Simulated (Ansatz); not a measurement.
# Response to strain in Ti

Consider Ti (space group P6/mmm, No. 191; a = 4.568 Å, c = 2.826 Å; a cell from a computed database, its experimental status unchecked; relaxed with 0.1 eV smearing). Axes: x lies along a and z along c of the hexagonal cell.

Strains are applied to the cell and any free atomic positions relax; under biaxial strain the out-of-plane vector relaxes too; under stress the whole cell relaxes.

Calculations: Ansatz (a program for electronic structure) r2SCAN, no SOC, earlier PAW set.

Notes on the quantities. pressure: mean of the normal stresses, compression positive; energy relative to the base: free energy F.

```tsv
case	pressure	volume per atom	energy relative to the base
base	0.0 GPa	17.03 Å³	0 meV/atom
biaxial strain −3.15 %, plane normal [001], relaxed out of plane	6.2 GPa	16.20 Å³	–
biaxial strain +2.05 %, plane normal [001], relaxed out of plane	-3.5 GPa	17.59 Å³	–
isotropic strain −0.45 %	1.6 GPa	16.80 Å³	+1.1 meV/atom
isotropic strain +2.30 %	-7.1 GPa	18.23 Å³	+28 meV/atom
uniaxial strain ε_yy = −2.85 %	3.5 GPa	16.54 Å³	+9.3 meV/atom
uniaxial strain ε_yy = +1.98 %	-2.2 GPa	17.36 Å³	+4.2 meV/atom
uniaxial strain ε_yy = +2.79 %	-3.0 GPa	17.50 Å³	+8.2 meV/atom
uniaxial stress, 8 GPa tension along z	–	17.42 Å³	+16 meV/atom
tensor shear ε_xz = −1.64 %	0.0 GPa	17.02 Å³	+3.6 meV/atom
```

Beyond what the load breaks, stability against distortions was not tested. All final runs are without spin polarisation. This is not the structure that Ti has at room temperature and ambient pressure.
